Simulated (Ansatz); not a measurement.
## monolayer SnS₂: band-edge transport data

Data:

```yaml
crystal:
  lattice:
    - [3.62736, 0.00000, 0.00000]
    - [-1.81368, 3.14138, 0.00000]
    - [0.00000, 0.00000, 18.93629]
  atoms:
    - { symbol: Sn, position: [0.00000, 0.00000, 0.50000] }
    - { symbol: S, position: [0.33333, 0.66667, 0.57941] }
    - { symbol: S, position: [0.66667, 0.33333, 0.42059] }
```

Calculation: PBE, rigid bands (plane waves, PAW, scalar-relativistic; Ansatz, a first-principles code). Condition of this run: biaxial strain -2 %. How the cell was made: cell and atoms relaxed with PBE, then loaded as said.

The band gap is 1.52 eV. The electron conductivity mass (300 K, dilute) is 0.39 mₑ and the hole conductivity mass (300 K, dilute) is 0.55 mₑ. The effective density of states N_c (300 K) comes out as 1.4e13 cm⁻², the effective density of states N_v (300 K) comes out as 5.0e13 cm⁻² and the Seebeck coefficient, n-type 1.9e12 cm⁻², 300 K is -345 μV/K. The Seebeck coefficient, p-type 1.9e12 cm⁻², 300 K is 438 μV/K.

Rigid bands; masses and Seebeck coefficients take one relaxation time τ for all states and one kind of carrier; polarons and phonon drag are left out. Spin-orbit coupling is left out; where it splits the top of the valence band, N_v and the p-type Seebeck coefficient come out somewhat high without it.
